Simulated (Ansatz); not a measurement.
The parent structure is BaS in the rock salt structure (space group Fm-3m, No. 225; a = 6.331 Å).

Computed with PBEsol (Ansatz, a quantum-chemistry and plane-wave program), no spin-orbit coupling.

One change was made to it. Results:

| quantity | base | after |
|---|---|---|
| lattice parameter a | 6.331 Å | 6.318 Å |
| electron mass | 1.3 mₑ along k, 0.32 mₑ across (at X) | 1.3 mₑ along k, 0.32 mₑ across (at X) |
| width of the top valence band | 1.08 eV | 1.09 eV |
| band gap | 2.04 eV | 2.03 eV |

Q: What was done to the base?
(A) pressure 7.5 GPa
(B) pressure −1 GPa
(C) pressure 5 GPa
(D) pressure 0.3 GPa
(E) pressure 1.5 GPa

A: D, pressure 0.3 GPa. For comparison, the band gap in the other runs: pressure 7.5 GPa gives 1.76 eV; pressure 1.5 GPa gives 1.98 eV; pressure 5 GPa gives 1.86 eV; pressure −1 GPa gives 2.08 eV.

Load acts through the strain it causes; cell and atoms are relaxed under it. Masses are band curvatures over ±0.01 Å⁻¹ around the edge. Along k means along the line from Γ to the band edge. Stability against distortions was not tested. No other phases were tried under pressure.
